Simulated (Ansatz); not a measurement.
Base system: SnS2 in the 2H-MoS2 type structure (space group P6_3/mmc, No. 194; a hypothetical phase, not in the database extracts checked; layered, stacked along the Cartesian z axis).

SnS2 has the hexagonal space group P6₃/mmc (No. 194), Pearson symbol hP6. Conventional cell: a = 3.5888 Å, b = 3.5888 Å, c = 11.8889 Å, α = 90.00°, β = 90.00°, γ = 120.00°. Sn on 2c sees 6 S at 2.626 Å (trigonal prismatic). S on 4f sees 3 Sn at 2.626 Å (trigonal pyramidal). (Neighbours: up to the widest gap in distance over summed covalent radii, below 1.35, at either atom; cation-cation and far metal-metal contacts left out.)

Calculations: DFT with PBE-D3(BJ), PAW potentials and a 420 eV plane-wave cutoff in Ansatz (a first-principles code), no spin-orbit coupling.

Free-standing slabs (3 atom(s) a layer) normal to the stacking axis with 15 Å of vacuum; in-plane cell relaxed.

One change was made to it. Results:

The gap character comes out as indirect, Γ → M; the band gap changes from zero to 0.78 eV; the excess energy per area of both faces (slab less bulk energy over the cell's area: twice a surface energy) amounts to 0.35 J/m² (uncertain by up to 0.04 J/m²).

Question: Name the change that was made.
(A) 3 layers
(B) 1 layer
(C) 2 layers

Answer: B, 1 layer. For comparison, the band gap in the other runs: 3 layers gives 0.32 eV; 2 layers gives 0.49 eV.

Slab and bulk use different k-meshes, which limits the precision of the excess energy. No phonon test of stability was made. All final runs are without spin polarisation. The zero or small gap of SnS2 can change with the level of theory. k-point labels follow each cell's own Brillouin zone.
